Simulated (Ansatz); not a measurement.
Consider GaSb in the zinc blende structure (space group F-43m, No. 216).

```xyz
2
Lattice="0.0000 3.0662 3.0662 3.0662 0.0000 3.0662 3.0662 3.0662 0.0000" Properties=species:S:1:pos:R:3 pbc="T T T"
Sb     4.5993     4.5993     4.5993
Ga     0.0000     0.0000     0.0000
```

Method: r2SCAN in Ansatz (plane waves to 500 eV, PAW, no SOC).

Before the change:

| Property | Result |
|---|---|
| Volume per atom | 28.83 Å³ |

Modification: full substitution Sb → B, then cell and atoms are relaxed.

Question: Predict the new volume per atom.

Answer: The volume per atom drops by 14.06 Å³ (28.83 Å³ → 14.77 Å³).

No phonon test of stability was made. As relaxed here, GaB is a hypothetical phase, not in the database extracts checked. The final runs are not spin-polarised.

Ansatz is a quantum-chemistry and plane-wave program.
